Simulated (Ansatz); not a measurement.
Input and output of a self-consistent single point for CaTiS2 (P-3m1, 4 atoms in the cell) (Ansatz, a program for electronic structure).

Computed with LDA (PW92), PAW files made with PBE (plane waves; Ansatz).

```yaml
crystal:
  lattice:
    - [3.64514, 0.00000, 0.00000]
    - [-1.82257, 3.15678, 0.00000]
    - [0.00000, 0.00000, 6.54150]
  atoms:
    - { symbol: Ca, position: [0.00000, 0.00000, 0.50000] }
    - { symbol: Ti, position: [0.00000, 0.00000, 0.00000] }
    - { symbol: S, position: [0.33333, 0.66667, 0.78034] }
    - { symbol: S, position: [0.66667, 0.33333, 0.21966] }
```

Reference input (self-consistent single point, DFT, PBEsol, plane waves, PAW files made with PBE): basis.ecutwfc = 420 eV; kpoints.mp_grid.grid = 7 7 4; hamiltonian.xc = pbesol; hamiltonian.pseudopotentials = {kind: paw} (the program's default PAW files); scf.occupations.method = fermi_dirac; scf.occupations.width = 0.1 eV. This run's input differs from it in these lines:

Ansatz 0.2 input:
```diff
@@ -16,3 +16,3 @@
 hamiltonian:
-  xc: pbesol
+  xc: lda
   pseudopotentials:
```

The program printed (abridged):

```
SCF iter   1: F=—  HF=-5970.504835 eV  |F-HF|=—  |Δ(HF+E_count)|=         —  Δρ=6.75e-2  dr2=1.29e1  ethr=3.10e-3  ⟨swp⟩=8.4  Hψ=7654  notcnv=0
all-band conjugate gradients solve this SCF's bands
automatic band count: the SCF goes on with 25 bands, as 21 were too few: the levels above may hold too much charge
preconditioner: auto → Kerker (q_TF=auto, 2.390 Å⁻¹)
SCF iter   2: F=—  HF=-5969.062571 eV  |F-HF|=—  |Δ(HF+E_count)|=    1.44e0  Δρ=2.21e-2  dr2=8.62e-1  ethr=3.10e-3  ⟨swp⟩=3.2  Hψ=1590  notcnv=0
   [... lines left out ...]
SCF iter   7: F=—  HF=-5968.816058 eV  |F-HF|=—  |Δ(HF+E_count)|=   7.35e-6  Δρ=9.91e-5  dr2=3.04e-5  ethr=3.22e-7  ⟨swp⟩=1.2  Hψ=707  notcnv=0
SCF iter   8: F=—  HF=-5968.816051 eV  |F-HF|=—  |Δ(HF+E_count)|=   6.45e-6  Δρ=3.72e-5  dr2=4.70e-6  ethr=8.94e-8  ⟨swp⟩=1.1  Hψ=703  notcnv=0
SCF iter   9: F=—  HF=-5968.816051 eV  |F-HF|=—  |Δ(HF+E_count)|=   6.66e-7  Δρ=1.25e-5  dr2=3.90e-7  ethr=1.38e-8  ⟨swp⟩=2.0  Hψ=807  notcnv=0
SCF iter  10: F=-5968.816050 eV  HF=-5968.816050 eV  |F-HF|=3.71e-9  |Δ(HF+E_count)|=   4.68e-8  Δρ=2.48e-6  dr2=6.97e-9  ethr=2.94e-10  ⟨swp⟩=7.2  Hψ=3125  notcnv=0
SCF 1 converged in 10 iterations: F = -5968.816050 eV  dr2 = 6.97e-9
Free energy (F): -5968.816050 eV
Internal energy: -5968.737835 eV  (E = F + TS)
E sigma→0 (E₀):  -5968.776943 eV
Entropy (-TS):   -0.078215 eV (-19.554 meV/atom)
Fermi energy:    10.416496 eV
--- Forces (eV/Å), atoms counted from 1 ---
  atom   1  Ca     0.00000000    -0.00000000     0.00000000
  atom   2  Ti     0.00000000    -0.00000000     0.00000000
  atom   3  S      0.00000000     0.00000000     0.11434921
  atom   4  S      0.00000000    -0.00000000    -0.11434921
--- Stress (GPa, compression-positive) ---
       -6.249032       0.000000       0.000000
        0.000000      -6.249032      -0.000000
        0.000000      -0.000000      -6.276280
  P = ⅓ Tr σ = -6.2581 GPa (-62.581 kbar)
  The stress holds the Pulay correction. Without it, at fixed plane waves, as pw.x and ABINIT print it: P = -6.2905 GPa
```

The run converged in 10 iterations. Against the reference run the pressure goes from -3.51 to -6.26 GPa and the largest force goes from 0.076 to 0.114 eV/Å.

The starting cell comes from a database of computed structures (which also holds hypothetical and non-ambient phases and stackings), without a prior relaxation at this level. Spin polarisation is off, so a magnetic state, if there is one, cannot be reached. With a pressure of about -6 GPa the cell is away from its equilibrium volume at this level. Ansatz's pressure includes its estimate of the finite-basis (Pulay) stress.
